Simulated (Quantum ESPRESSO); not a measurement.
Quantum ESPRESSO run on CrB2 (P6/mmm, 3 atoms in the cell): self-consistent single point.

Level of theory: vdW-DF, PseudoDojo standard norm-conserving (PBE) pseudopotentials (plane waves; Quantum ESPRESSO).

```xyz
3
Lattice="2.9700 0.0000 0.0000 -1.4850 2.5721 0.0000 0.0000 0.0000 3.0700" Properties=species:S:1:pos:R:3 pbc="T T T"
B      0.0000     1.7147     1.5350
B      1.4850     0.8574     1.5350
Cr     0.0000     0.0000     0.0000
```
Moments meant for the start (each program seeds them in its own way; μB, in the order of the atoms B B Cr): 0.0 0.0 3.0.

Reference input (self-consistent single point, DFT, PBEsol, plane waves, PseudoDojo standard norm-conserving (PBESOL) pseudopotentials): ecutwfc = 95 Ry; occupations = smearing; smearing = gaussian; degauss = 0.0036749 Ry; nspin = 2; potentials = {B: B.upf, Cr: Cr.upf}; K_POINTS = automatic 9 9 7 0 0 0; conv_thr = 1e-10 Ry; mixing_beta = 0.4. This run's input differs from it in these lines:

```diff
@@ -20,2 +20,3 @@
   starting_magnetization(2) = 0.214
+  input_dft = 'vdw-df'
 /
```

Its files differ too (potentials: PseudoDojo standard norm-conserving (PBE)).

Log, with long lists cut:

```
     Self-consistent Calculation

     iteration #  1     ecut=    95.00 Ry     beta= 0.40

     total energy              =    -189.59345885 Ry
     estimated scf accuracy    <       2.03652981 Ry

     total magnetization       =     1.35 Bohr mag/cell
     absolute magnetization    =     1.41 Bohr mag/cell

     iteration #  2     ecut=    95.00 Ry     beta= 0.40

     total energy              =    -189.91274336 Ry
     estimated scf accuracy    <       2.48815708 Ry

     total magnetization       =     1.80 Bohr mag/cell
     absolute magnetization    =     2.18 Bohr mag/cell

     iteration #  3     ecut=    95.00 Ry     beta= 0.40

   [... lines left out ...]

   [... 11 blocks of this kind left out ...]

     iteration # 15     ecut=    95.00 Ry     beta= 0.40

     total energy              =    -190.33587196 Ry
     estimated scf accuracy    <          7.9E-10 Ry

     total magnetization       =     1.56 Bohr mag/cell
     absolute magnetization    =     1.74 Bohr mag/cell

     iteration # 16     ecut=    95.00 Ry     beta= 0.40

     Magnetic moment per site  (integrated on atomic sphere of radius R)
     atom   1 (R=0.238)  charge=  1.3537  magn= -0.0258
     atom   2 (R=0.238)  charge=  1.3537  magn= -0.0258
     atom   3 (R=0.320)  charge= 11.8296  magn=  1.5182
     End of self-consistent calculation

     the Fermi energy is    16.4732 ev

!    total energy              =    -190.33587196 Ry
     estimated scf accuracy    <          3.0E-11 Ry
     smearing contrib. (-TS)   =      -0.00015558 Ry
     internal energy E=F+TS    =    -190.33571637 Ry

     total magnetization       =     1.56 Bohr mag/cell
     absolute magnetization    =     1.74 Bohr mag/cell

     convergence has been achieved in  16 iterations

     Forces acting on atoms (cartesian axes, Ry/au):

     atom    1 type  1   force =    -0.00000000    0.00000000   -0.00000000
   [... zero for the other atoms too ...]

     Total force =     0.000000     Total SCF correction =     0.000000

          total   stress  (Ry/bohr**3)                   (kbar)     P=       54.13
   0.00035624   0.00000000   0.00000000           52.41        0.00        0.00
   0.00000000   0.00035624   0.00000000            0.00       52.41        0.00
   0.00000000   0.00000000   0.00039141            0.00        0.00       57.58

   JOB DONE.
```

The run converged in 16 iterations. Against the reference run the pressure goes from -7.85 to 5.41 GPa and the size of the net moment stays at 0.52 μB/atom. The full log also holds: “c_bands:  1 eigenvalues not converged”.

The starting cell comes from a database of published, mostly measured structures (it also holds non-ambient and calculated ones), without a prior relaxation at this level. With one magnetic atom in the cell only a parallel order is possible. With a pressure of about 5 GPa the cell is away from its equilibrium volume at this level.

Cost on one core of a shared machine: roughly 3 min.
